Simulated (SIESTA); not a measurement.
SIESTA run on Cl2 (Cmce, 4 atoms in the cell): self-consistent single point.

Method: GGA PBE, numerical atomic orbitals TZP, PseudoDojo PBE standard norm-conserving potentials (rewritten from UPF to PSML) run with SIESTA.

The change in words: lattice scaled by 0.98. Reference geometry:
```yaml
crystal:
  lattice:
    - [3.26421, -2.05747, 0.00000]
    - [3.26421, 2.05747, 0.00000]
    - [0.00000, 0.00000, 8.40240]
  atoms:
    - { symbol: Cl, position: [0.88548, 0.11452, 0.60475] }
    - { symbol: Cl, position: [0.11452, 0.88548, 0.39525] }
    - { symbol: Cl, position: [0.61452, 0.38548, 0.10475] }
    - { symbol: Cl, position: [0.38548, 0.61452, 0.89525] }
```

Reference input (self-consistent single point, DFT, GGA PBE, numerical atomic orbitals TZP, PseudoDojo PBE standard norm-conserving potentials (rewritten from UPF to PSML)): XC.functional = GGA; XC.authors = PBE; potentials = PseudoDojo PBE standard; PAO.BasisSize = TZP; PAO.EnergyShift = 0.01 Ry; MeshCutoff = 400 Ry; kgrid.MonkhorstPack = 9 9 4; OccupationFunction = FD; ElectronicTemperature = 0.02 eV; MaxSCFIterations = 150; SCF.Mixer.Method = Pulay; SCF.Mixer.Weight = 0.2. This run's input differs from it in these lines:

```diff
@@ -11,5 +11,5 @@
 %block LatticeVectors
-     6.168453465   -3.888054810    0.000000000
-     6.168453465    3.888054810    0.000000000
-     0.000000000    0.000000000   15.878234790
+     6.045084584   -3.810294469    0.000000000
+     6.045084584    3.810294469    0.000000000
+     0.000000000    0.000000000   15.560670094
 %endblock LatticeVectors
@@ -17,6 +17,6 @@
 %block AtomicCoordinatesAndAtomicSpecies
-     6.168453465   -2.997534736    9.602362489  1
-     6.168453465    2.997534736    6.275872301  1
-     6.168453465   -0.890520074    1.663245094  1
-     6.168453465    0.890520074   14.214989695  1
+     6.045084584   -2.937584624    9.410315239  1
+     6.045084584    2.937584624    6.150354855  1
+     6.045084584   -0.872709845    1.629980192  1
+     6.045084584    0.872709845   13.930689901  1
 %endblock AtomicCoordinatesAndAtomicSpecies
```

Log, with long lists cut:

```
        iscf     Eharris(eV)        E_KS(eV)     FreeEng(eV)     dDmax    Ef(eV) dHmax(eV)
   scf:    1    -1777.602105    -1781.771912    -1781.771912  0.726729 -4.903049  1.839801
   scf:    2    -1782.299194    -1782.053343    -1782.053343  0.055863 -4.019136  1.260537
   scf:    3    -1782.328608    -1782.230365    -1782.230365  0.094578 -4.627486  0.225540
   scf:    4    -1782.260448    -1782.248125    -1782.248125  0.013358 -4.722028  0.040277
   scf:    5    -1782.248975    -1782.248666    -1782.248666  0.005284 -4.721372  0.013447
   scf:    6    -1782.248773    -1782.248760    -1782.248760  0.001126 -4.726581  0.005406
   scf:    7    -1782.248779    -1782.248775    -1782.248775  0.001182 -4.725034  0.001356
   scf:    8    -1782.248776    -1782.248776    -1782.248776  0.000156 -4.725391  0.000221
   scf:    9    -1782.248776    -1782.248776    -1782.248776  0.000015 -4.725391  0.000011
   scf:   10    -1782.248776    -1782.248776    -1782.248776  0.000002 -4.725393  0.000008
SCF Convergence by DM+H criterion
max |DM_out - DM_in|         :     0.0000019195
max |H_out - H_in|      (eV) :     0.0000082180
SCF cycle converged after 10 iterations

Using DM_out to compute the final energy and forces

siesta: E_KS(eV) =            -1782.2488

siesta: E_KS - E_eggbox =     -1782.2488

siesta: Atomic forces (eV/Ang):
     1    0.000000    0.998408    1.916391
     2    0.000000   -0.998408   -1.916391
     3   -0.000000   -0.998408    1.916391
     4    0.000000    0.998408   -1.916391
   Tot    0.000000    0.000000    0.000000
   Max    1.916391
   Res    1.247581    sqrt( Sum f_i^2 / 3N )
   Max    1.916391    constrained

Stress tensor Voigt[x,y,z,yz,xz,xy] (kbar):       26.33       -0.35      -61.38        0.00       -0.00        0.00
(Free)E + p*V (eV/cell)    -1781.4664
   [... lines left out ...]
siesta: FreeEng =     -1782.248776
   [... lines left out ...]
siesta:     0.016434    0.000000    0.000000
siesta:     0.000000   -0.000220    0.000000
siesta:    -0.000000    0.000000   -0.038311

siesta: Cell volume =        106.223990 Ang**3

siesta: Pressure (static):
siesta:                Solid            Molecule  Units
siesta:           0.00008022          0.00046814  Ry/Bohr**3
siesta:           0.00736572          0.04298294  eV/Ang**3
siesta:          11.80117958         68.86626241  kBar
```

The run converged in 10 iterations. Against the reference run the free energy hardly moves (within 1 meV/atom), the pressure goes from -1.24 to 1.18 GPa, the largest force goes from 1.261 to 2.161 eV/Å and the gap on the mesh goes from 2.285 to 2.497 eV.

The starting cell comes from a database of computed structures (which also holds hypothetical and non-ambient phases and stackings), without a prior relaxation at this level. For this run, on top of that: lattice scaled by 0.98. Values carry the incompleteness of an atom-centred basis. Forces in this geometry exceed 1 eV/Å.
